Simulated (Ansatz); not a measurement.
The starting structures come from a database of crystals and need not be the phases stable at ambient conditions.

Inside the gap of an insulator the Bloch states are evanescent, with a wavenumber k + iκ along the transport direction.

Input:

```yaml
crystal:
  lattice:
    - [5.52383, 0.00000, 0.00000]
    - [-1.30440, 5.36761, 0.00000]
    - [1.80503, 2.29621, 6.63096]
  atoms:
    - { symbol: Na, position: [0.66340, 0.33660, 0.25000] }
    - { symbol: Na, position: [0.33660, 0.66340, 0.75000] }
    - { symbol: Zn, position: [0.00000, 0.00000, 0.00000] }
    - { symbol: Zn, position: [0.00000, 0.00000, 0.50000] }
    - { symbol: S, position: [0.32036, 0.67964, 0.25000] }
    - { symbol: S, position: [0.67964, 0.32036, 0.75000] }
    - { symbol: O, position: [0.12113, 0.67751, 0.14222] }
    - { symbol: O, position: [0.87887, 0.32249, 0.85778] }
    - { symbol: O, position: [0.32249, 0.87887, 0.35778] }
    - { symbol: O, position: [0.67751, 0.12113, 0.64222] }
    - { symbol: O, position: [0.58676, 0.74224, 0.10096] }
    - { symbol: O, position: [0.41324, 0.25776, 0.89904] }
    - { symbol: O, position: [0.25776, 0.41324, 0.39904] }
    - { symbol: O, position: [0.74224, 0.58676, 0.60096] }
    - { symbol: F, position: [0.91426, 0.08574, 0.25000] }
    - { symbol: F, position: [0.08574, 0.91426, 0.75000] }
```

The cell is taken as given; by r2SCAN it stands under a pressure of -5.1 GPa.

Transport runs along the normal of the first two printed cell vectors.

The gap is the functional's own, uncorrected, and κ follows it; spin-orbit coupling is left out. Mid-gap means the computed energy nearest the middle.

Question: Predict the band gap and the smallest decay constant κ at mid-gap from Ansatz (a first-principles code) with r2SCAN.

Answer: Gap 4.91 eV on a 6×6×6 mesh; κ = 0.460 1/Å, at the zone centre.
